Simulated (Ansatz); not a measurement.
System: interstitial Mg in alpha quartz (charge state +2). These are PBE, PAW (plane waves to 420 eV; Ansatz, a program for electronic structure) values and carry that method's errors.

72-site cell at the relaxed PBE lattice, the Γ point alone, smearing 0.01 eV, spin-restricted, no finite-size correction. No zero-point or tunnelling terms. The charge state is imposed; whether it is stable for some Fermi level was not computed. Sites that were not tried may lie lower.

Barriers: single points on a 2×2×2 k-point mesh shifted by half a step along c at the bands' geometries.

The step: a concerted move, in which Mg travels most. Atoms about the jump, Cartesian Å from the middle of the jump, before and after:

| atom | x0 | y0 | z0 | x1 | y1 | z1 |
|---|---|---|---|---|---|---|
| Mg1 | -0.60 | 0.00 | 0.00 | 0.60 | 0.00 | 0.00 |
| O2 | -0.44 | 2.01 | 0.18 | -0.38 | 1.83 | 0.18 |
| O3 | -0.44 | -2.01 | -0.18 | -0.38 | -1.83 | -0.18 |
| O4 | 0.76 | -0.86 | 1.64 | 0.81 | -1.13 | 1.85 |
| O5 | 0.76 | 0.86 | -1.64 | 0.81 | 1.13 | -1.85 |
| O6 | 2.75 | -0.80 | -1.63 | 2.32 | -0.76 | -1.34 |
| O7 | 2.75 | 0.80 | 1.62 | 2.33 | 0.76 | 1.33 |
| Si8 | 0.76 | -2.37 | 0.93 | 0.65 | -2.53 | 0.95 |
| Si9 | 0.76 | 2.37 | -0.94 | 0.65 | 2.53 | -0.95 |
| O10 | -2.16 | -0.73 | -1.46 | -2.20 | -0.65 | -1.63 |
| Si11 | 1.73 | -0.08 | -2.66 | 1.77 | 0.05 | -2.69 |
| O12 | -2.16 | 0.73 | 1.45 | -2.20 | 0.66 | 1.63 |
| Si13 | 1.74 | 0.08 | 2.65 | 1.77 | -0.05 | 2.69 |
| Si14 | -1.89 | -2.31 | -0.99 | -1.85 | -2.10 | -0.97 |
| Si15 | -1.88 | 2.31 | 0.98 | -1.85 | 2.10 | 0.97 |
| O16 | 2.15 | -2.67 | 0.19 | 2.06 | -2.83 | 0.23 |
| O17 | 2.15 | 2.67 | -0.19 | 2.07 | 2.83 | -0.23 |

Question: Predict the transition state.

Answer: 
```json
[
 {"atom": "Mg1", "x": "0.31", "y": "0.00", "z": "0.00"},
 {"atom": "O2", "x": "-0.39", "y": "1.90", "z": "0.20"},
 {"atom": "O3", "x": "-0.39", "y": "-1.90", "z": "-0.20"},
 {"atom": "O4", "x": "0.79", "y": "-1.08", "z": "1.79"},
 {"atom": "O5", "x": "0.79", "y": "1.09", "z": "-1.79"},
 {"atom": "O6", "x": "2.38", "y": "-0.77", "z": "-1.36"},
 {"atom": "O7", "x": "2.38", "y": "0.78", "z": "1.36"},
 {"atom": "Si8", "x": "0.68", "y": "-2.52", "z": "0.95"},
 {"atom": "Si9", "x": "0.68", "y": "2.53", "z": "-0.95"},
 {"atom": "O10", "x": "-2.19", "y": "-0.68", "z": "-1.59"},
 {"atom": "Si11", "x": "1.76", "y": "0.03", "z": "-2.67"},
 {"atom": "O12", "x": "-2.19", "y": "0.68", "z": "1.59"},
 {"atom": "Si13", "x": "1.76", "y": "-0.02", "z": "2.67"},
 {"atom": "Si14", "x": "-1.87", "y": "-2.15", "z": "-0.98"},
 {"atom": "Si15", "x": "-1.87", "y": "2.16", "z": "0.98"},
 {"atom": "O16", "x": "2.10", "y": "-2.83", "z": "0.24"},
 {"atom": "O17", "x": "2.09", "y": "2.84", "z": "-0.23"}
]
```
It lies 0.33 eV above the start and 0.021 eV above the end. The check of the saddle point's order was inconclusive, and it lies on a symmetry element of the cell, where a band can be held.
